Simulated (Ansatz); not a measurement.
Base system: CdSe in the wurtzite structure (space group P6_3mc, No. 186).

```yaml
crystal:
  lattice:
    - [4.30194, 0.00000, 0.00000]
    - [-2.15097, 3.72559, 0.00000]
    - [0.00000, 0.00000, 7.02113]
  atoms:
    - { symbol: Cd, position: [0.66667, 0.33333, 0.00046] }
    - { symbol: Cd, position: [0.33333, 0.66667, 0.50046] }
    - { symbol: Se, position: [0.66667, 0.33333, 0.62474] }
    - { symbol: Se, position: [0.33333, 0.66667, 0.12474] }
```

Cartesian axes are those of the cell as printed.

All numbers come from Ansatz (a program for electronic structure) PBEsol, no SOC.

For the base:

- Valence-band top at Γ: 0.00, 0.00, -0.05 eV
- Shortest interatomic distance: 2.633 Å
- Band gap: 0.54 eV
- Pressure: 0.00 GPa

Now apply this change: a pure shear with ε_xy = ε_yx = -0.0135, atoms relaxed at fixed cell.

Task: Predict the new valence-band top at Γ, shortest interatomic distance, band gap, pressure and largest internal atomic displacement.

Result: The valence-band top at Γ (three highest levels, from the VBM) changes from 0.00, 0.00, -0.05 eV to 0.00, -0.10, -0.10 eV; the shortest interatomic distance decreases by 0.0034 Å, from 2.633 Å to 2.629 Å; the band gap falls by 0.05 eV, from 0.54 eV to 0.49 eV; the pressure (mean of the normal stresses, compression positive) is nearly the same (0.00 GPa against -0.01 GPa); the largest internal atomic displacement comes out as 0.036 Å.

The cells carry an imposed strain or load. Whether these cells are dynamically stable was not tested.
